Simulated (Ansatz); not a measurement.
The parent structure is YSb in the rock salt structure (space group Fm-3m, No. 225; relaxed with 0.1 eV smearing).

```xyz
2
Lattice="0.0000 3.0581 3.0581 3.0581 0.0000 3.0581 3.0581 3.0581 0.0000" Properties=species:S:1:pos:R:3 pbc="T T T"
Y      3.0581     3.0581     3.0581
Sb     0.0000     0.0000     0.0000
```

Cartesian axes are those of the cell as printed.

Level of theory: plane-wave PAW DFT at the PBEsol level (Ansatz, an electronic-structure program, 420 eV), no spin-orbit coupling.

Strains are applied to the cell and any free atomic positions relax; under biaxial strain the out-of-plane vector relaxes too.

One change was made to it. Results:

| quantity | base | after |
|---|---|---|
| pressure (mean of the normal stresses, compression positive) | 0.0 GPa | 0.0 GPa |
| shortest interatomic distance | 3.058 Å | 3.058 Å |

**Question.** What was done to the base?
A) tensor shear ε_xy = −0.38 %
B) biaxial strain −1.17 %, plane normal [111], relaxed out of plane
C) biaxial strain +2.30 %, plane normal [001], relaxed out of plane

**Answer.** A, tensor shear ε_xy = −0.38 %. For comparison, the pressure in the other runs: biaxial strain +2.30 %, plane normal [001], relaxed out of plane gives -2.3 GPa; biaxial strain −1.17 %, plane normal [111], relaxed out of plane gives 0.7 GPa.

No phonon test of stability was made. All final runs are without spin polarisation.
